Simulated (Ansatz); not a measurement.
PbTe (model structure, started from the 4H type, P6₃mc, No. 186, 8 atoms in the cell): properties by level of theory

```
level (code)         lattice parameter a (Å)  c axis length (Å)  enthalpy of formation (eV/atom)
-------------------  -----------------------  -----------------  -------------------------------
PBE (Ansatz)                           5.537             13.192                           -0.296
PBEsol (Ansatz)                        5.435             12.768                           -0.202
PBE-D3(BJ) (Ansatz)                    5.480             12.868                           -0.195
```

Caveats: a distance lies near a switch of the dispersion term, which can move the cell (PBE-D3(BJ)). Ansatz's density-functional and Hartree–Fock values are scalar-relativistic unless marked +SOC, with PAW data made under PBE.

Computed values are for the static lattice.

A model structure was made by putting elements into a prototype or built by hand; it is no filed structure, need not be a known phase, and can be a saddle point held by its symmetry.

Ansatz is a quantum-chemistry and plane-wave program.
